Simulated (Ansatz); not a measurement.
Given:

End structure of a constructed model of the (111) surface of fcc Ir, a pseudomorphic layer of Pd in the host's stacking (bottom of the slab: a bare face, its two planes held):

```xyz
7
Lattice="2.7372 0.0000 0.0000 -1.3686 2.3705 0.0000 0.0000 0.0000 30.0000" Properties=species:S:1:pos:R:3 pbc="T T T"
Ir     0.0000     1.5803     8.1850
Ir     1.3686     0.7902    10.4199
Ir     0.0000     0.0000    12.6333
Ir     0.0000     1.5803    14.8788
Ir     1.3686     0.7902    17.1210
Ir     0.0000     0.0000    19.3020
Pd     0.0000     1.5803    21.5877
```

Set-up: 7 atoms, 13.6 Å thick at the start with caps and adatoms (thin: gaps and levels are the slab's own); mesh 16x16x1; 0.1 eV smearing; dipole correction on; single point; on the structure that PBE left under its start's symmetry; no spin, no spin-orbit, no U. In PBE it is, or lies within 0.01 eV a 1x1 cell of, the lowest of the 2 structures of its composition computed so far; subsurface sites and larger cells were not tried.

**Question.** Give the work function of the top face at the level r2SCAN, at the PBE geometry run with Ansatz (an electronic-structure program).

**Answer.** 4.97 eV
